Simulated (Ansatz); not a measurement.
Results of r²SCAN (Ansatz, a first-principles code, PAW) for AlN (model structure, started from the BN type, Pm-3n, No. 223, 12 atoms in the cell).

Numerical settings: plane-wave cutoff 560 eV, 6×6×6 k mesh, Fermi–Dirac smearing 0.01 eV, scalar-relativistic PAW data made under PBE.

The cell is the one relaxed with PBEsol. Conventional cell: a = 5.3438 Å, b = 5.3438 Å, c = 5.3438 Å, α = 90.00°, β = 90.00°, γ = 90.00°.

```
AlN
1.0
    5.34384     0.00000     0.00000
    0.00000     5.34384     0.00000
    0.00000     0.00000     5.34384
Al N
6 6
Cartesian
  1.33596   0.00000   2.67192
  2.67192   1.33596   0.00000
  2.67192   4.00788   0.00000
  4.00788   0.00000   2.67192
  0.00000   2.67192   4.00788
  0.00000   2.67192   1.33596
  1.33596   2.67192   0.00000
  0.00000   1.33596   2.67192
  0.00000   4.00788   2.67192
  4.00788   2.67192   0.00000
  2.67192   0.00000   4.00788
  2.67192   0.00000   1.33596
```

Task: List the 33 lowest band energies at Γ above −25 eV (eV, relative to the valence band maximum), grouping those that round alike.

Result: At Γ: -15.87, -14.56 (×2), -13.27 (×3), -6.09 (×2), -5.29, -4.74 (×3), -2.52 (×3), -1.72 (×3), -1.26 (×3), 0.00 (×3), 2.99, 4.91, 7.02 (×3), 7.95 (×3), 8.87.

Note: the relaxation could raise the start's symmetry but not lower it, so the cell can be a saddle point; cell and atoms aren't relaxed at this level (pressure -1.4 GPa).

A model structure was made by putting elements into a prototype or built by hand; it is no filed structure, need not be a known phase, and can be a saddle point held by its symmetry.
